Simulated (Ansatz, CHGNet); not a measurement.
## How the lattice constant a of CsCl-type PdIn moves with the method

No measured value is used here.

```
level (code)             value (Å)
----------------------  ----------
CHGNet-r²SCAN (CHGNet)       3.271
LDA (Ansatz)            (withheld)
PBE (Ansatz)            (withheld)
PBEsol (Ansatz)              3.247
PBEsol+SOC (Ansatz)          3.246
PBE-D3(BJ) (Ansatz)     (withheld)
r²SCAN (Ansatz)              3.267
r²SCAN+SOC (Ansatz)          3.266
PBE0 (Ansatz)                3.268
```

### Question
What belongs in the gaps?

### Answer

- LDA (Ansatz, a program for electronic structure), value (Å): 3.214
- PBE (Ansatz), value (Å): 3.306
- PBE-D3(BJ) (Ansatz), value (Å): 3.260

Cutoffs and k meshes differ between the levels. Ansatz's density-functional and Hartree–Fock values are scalar-relativistic unless marked +SOC, with PAW data made under PBE.

Machine-learned potentials (CHGNet-r²SCAN) are trained on DFT data, which may include these solids.
